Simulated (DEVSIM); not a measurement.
## In0.49Ga0.51P/GaAs p-n heterojunction

Structure: In0.49Ga0.51P/GaAs p-n heterojunction, at 300 K.

| layer (left to right) | material | thickness (μm) | Nd (cm⁻³) | Na (cm⁻³) | τn (s) | τp (s) |
|---|---|---|---|---|---|---|
| 1 | In0.49Ga0.51P | 0.650 | - | 5.9e16 | 1.3e-10 | 4.3e-10 |
| 2 | GaAs | 0.610 | 1e17 | - | 4.3e-10 | 4.3e-10 |

Left contact: ohmic. Right contact: ohmic. Voltage is applied to the left contact. Recombination: SRH at mid-gap. Mobility is μmin + (μ − μmin)/(1 + (N/Nref)^α).

Constants are typed, rounded textbook-type inputs, not results; the design itself was drawn at random and stands for no fabricated device. Values at 300 K.

| parameter | In0.49Ga0.51P | GaAs |
|---|---|---|
| gap (eV) | 1.89 | 1.424 |
| affinity (eV) | 4 | 4.07 |
| permittivity | 11.8 | 12.9 |
| Nc (cm⁻³) | 9e17 | 4.7e17 |
| Nv (cm⁻³) | 1.3e19 | 9e18 |
| μn (cm²/Vs) | 1500 | 8500 |
| μp (cm²/Vs) | 80 | 400 |
| μn,min | 400 | 500 |
| μp,min | 15 | 20 |
| Nref,n | 2e16 | 6e16 |
| Nref,p | 1.5e17 | 1.5e17 |
| αn | 0.7 | 0.39 |
| αp | 0.8 | 0.38 |

Model (solved in DEVSIM): 1D drift-diffusion, Boltzmann statistics, complete ionisation; no tunnelling, impact ionisation, image-force lowering or self-heating. Band offsets follow the typed affinities; no thermionic-emission limit at abrupt steps, no polarisation charge.

| Item | Result |
|---|---|
| Potential step across the device at zero bias | 1.641 V |
| Largest field in the device at zero bias | 140000 V/cm |
| Dark forward voltage at 1 A/cm² | 1.214 V |
| Dark forward voltage at 100 A/cm² | 1.442 V |

Dark forward current:

(V (V), J (A/cm²)): (0.05, 5.8e-13); (0.20, 2.4e-11); (0.30, 2.6e-10); (0.45, 9.8e-9); (0.60, 3.8e-7); (0.70, 4.3e-6); (0.85, 0.00017); (1.00, 0.0064); (1.15, 0.23); (1.25, 2.2); (1.40, 49); (1.55, 410); (1.65, 970); (1.80, 2500)

Small-signal capacitance in reverse bias (quasi-static):

```json
[
 {"V (V)": "-0.4", "C (nF/cm²)": "40.2"},
 {"V (V)": "-1", "C (nF/cm²)": "35.2"},
 {"V (V)": "-2", "C (nF/cm²)": "29.9"},
 {"V (V)": "-3", "C (nF/cm²)": "26.4"},
 {"V (V)": "-4", "C (nF/cm²)": "24.0"},
 {"V (V)": "-6", "C (nF/cm²)": "20.6"},
 {"V (V)": "-8", "C (nF/cm²)": "18.3"},
 {"V (V)": "-10", "C (nF/cm²)": "16.6"}
]
```
